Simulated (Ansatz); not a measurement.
Consider BN in the wurtzite structure (space group P6_3mc, No. 186; a = 2.5232 Å, c = 4.1751 Å). Axes: x lies along a and z along c of the hexagonal cell.

Structures relaxed with LDA, PAW, 420 eV (Ansatz, a first-principles code; no spin-orbit coupling).

Base:

Simulated powder pattern, Cu Kα1, λ = 1.54056 Å (kinematic, ideal powder, no thermal factors, no anomalous dispersion; the 14 strongest lines at most, above 2 %, up to 2θ = 90°):

| 2θ (°) | I/Imax (%) | hkl |
|---|---|---|
| 41.28 | 100 | (100) |
| 43.31 | 59 | (002) |
| 46.89 | 75 | (101) |
| 61.37 | 23 | (102) |
| 75.26 | 42 | (110) |
| 82.02 | 42 | (103) |
| 89.66 | 6.7 | (200) |

The change: tensile biaxial strain of 1.20 % in the plane normal to [001], as in epitaxy on a mismatched substrate; the out-of-plane cell vector and the atoms relax.

Q: Where do the lines fall after the change?

A: 
Simulated powder pattern, Cu Kα1, λ = 1.54056 Å (kinematic, ideal powder, no thermal factors, no anomalous dispersion; the 14 strongest lines at most, above 2 %, up to 2θ = 90°):

```
2θ (°)  d (Å)  I/Imax (%)    hkl
------  -----  ----------  -----
40.77   2.211         100  (100)
43.37   2.085          56  (002)
46.44   1.954          74  (101)
61.04   1.517          22  (102)
74.22   1.277          42  (110)
81.78   1.177          41  (103)
88.32   1.106         6.6  (200)
```

The indices refer to the base's conventional cell; one index is shown for lines that coincide.

Stability against distortions was not tested.
